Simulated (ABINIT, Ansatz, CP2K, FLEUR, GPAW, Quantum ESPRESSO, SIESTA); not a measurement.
**One structure in several programs: KMgF₃ (Pm-3m, 5 atoms in the cell)**

Self-consistent single point.

```xyz
5
Lattice="3.9900 0.0000 0.0000 0.0000 3.9900 0.0000 0.0000 0.0000 3.9900" Properties=species:S:1:pos:R:3 pbc="T T T"
K      0.0000     0.0000     0.0000
Mg     1.9950     1.9950     1.9950
F      1.9950     0.0000     1.9950
F      0.0000     1.9950     1.9950
F      1.9950     1.9950     0.0000
```

All programs got the same cell, k-point mesh and kind of occupations (in Ansatz's words: kpoints.mp_grid.grid = 4 4 4; scf.occupations.method = fermi_dirac; scf.occupations.width = 0.05 eV); potentials, basis and cutoffs are each program's usual ones.

```json
[
 {"code": "Ansatz", "model": "PBE, default PAW files", "pressure (GPa)": "3.02", "gap on the mesh (eV)": "7.311", "k-points": "10", "cutoff": "420 eV"},
 {"code": "Quantum ESPRESSO", "model": "PBE, SSSP 1.1.2 efficiency (PBE) pseudopotentials", "pressure (GPa)": "3.23", "gap on the mesh (eV)": "7.288", "k-points": "10", "cutoff": "50 Ry"},
 {"code": "FLEUR", "model": "PBE, all-electron FLAPW (FLEUR), scalar-relativistic valence", "pressure (GPa)": "–", "gap on the mesh (eV)": "7.462", "k-points": "10", "cutoff": "Kmax 4.3 1/bohr"},
 {"code": "GPAW", "model": "PBE, GPAW PAW datasets PBE (gpaw-data 1.0.1)", "pressure (GPa)": "–", "gap on the mesh (eV)": "7.306", "k-points": "10", "cutoff": "950 eV"},
 {"code": "SIESTA", "model": "GGA PBE, numerical atomic orbitals TZP, PseudoDojo PBE standard norm-conserving potentials (rewritten from UPF to PSML)", "pressure (GPa)": "3.40", "gap on the mesh (eV)": "7.057", "k-points": "44", "cutoff": "grid 400 Ry"},
 {"code": "ABINIT", "model": "PBE, PAW (JTH v2.0 PBE PAW)", "pressure (GPa)": "3.39", "gap on the mesh (eV)": "7.292", "k-points": "10", "cutoff": "48 Ry"},
 {"code": "CP2K", "model": "PBE, GPW, DZVP-MOLOPT-SR-GTH basis, GTH-PBE potentials (GTH_POTENTIALS)", "pressure (GPa)": "5.12", "gap on the mesh (eV)": "7.312", "k-points": "36", "cutoff": "grid 1000 Ry"}
]
```

A dash marks a value that a program does not give, or that is left out as unsure.

Gaps are read on the mesh.

The spread over the programs that give each value: pressure within 2.10 GPa; gap on the mesh within 0.405 eV.

The starting cell has typed, rounded lattice constants, without a prior relaxation at this level. On Ansatz's run: In the base run, with a pressure of about 4 GPa the cell is away from its equilibrium volume at this level.

Why do the programs differ, and what cannot be compared?

Differences of this kind can come from the potentials, where these differ, and from what each basis and cutoff leave unconverged. The valence holds different numbers of electrons (Ansatz (a program for electronic structure) 40, Quantum ESPRESSO 32, FLEUR 40, GPAW 40, SIESTA 40, ABINIT 40, CP2K 40). The zero of total energies and Fermi levels follows the potentials and each program's conventions, so they are not compared here. SIESTA and CP2K use small atom-centred bases, whose incompleteness enters pressures, forces and empty levels differently from a plane-wave cutoff. FLEUR treats all electrons, but the usual bases taken here (sphere radii, linearisation, local orbitals, empty states) were not tested for convergence, so the values are no reference for the others. Ansatz's pressure is given at a fixed set of plane waves, as the other plane-wave codes print theirs; with its correction for the finite basis it is 3.53 GPa (the shift of 0.51 GPa shows how far the cutoff is from converged). The pressure of GPAW is left out: its cutoff lies under the one at which its stress was checked. The programs reduce the same mesh by symmetry to different extents, which changes the work and not the result. In the pressure, CP2K (by 1.89) lies more than 1 GPa from the median of the plane-wave programs. In the gap, FLEUR (by 0.163) and SIESTA (by 0.242) lie more than 0.12 eV from the median of the plane-wave programs.

Left out of this page: Elk (failed or unconverged).

Keys are those of Ansatz 0.2.
